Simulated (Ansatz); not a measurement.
We consider NiGe (Pnma, No. 62, 8 atoms in the cell; start mp-1099), described by PBE (plane waves, PAW; Ansatz, a first-principles code).

Numerical settings: plane-wave cutoff 520 eV, 10×16×10 k mesh (along the axes of the cell as run), Fermi–Dirac smearing 0.05 eV, no spin polarisation, scalar-relativistic PAW data made under PBE.

Cell (relaxed at this level):

```
NiGe
1.0
    5.38376     0.00000     0.00000
    0.00000     3.49173     0.00000
    0.00000     0.00000     5.84133
Ni Ge
4 4
Direct
  0.50571   0.25000   0.69058
  0.49429   0.75000   0.30942
  0.99429   0.75000   0.19058
  0.00571   0.25000   0.80942
  0.68991   0.25000   0.08799
  0.31009   0.75000   0.91201
  0.81009   0.75000   0.58799
  0.18991   0.25000   0.41201
```

Question: Give the computed bulk modulus.

Answer: 
- bulk modulus: 133 GPa

Note: the bulk modulus is −V dP/dV from two relaxed cells at ±2 % in volume; the relaxation could not lower the start's symmetry, so the cell can be a saddle point above a distorted one.

Computed values are for the static lattice.

Computing time: roughly 8 core-minutes.

A start named mp-… is a Materials Project structure, which need not be a measured phase.
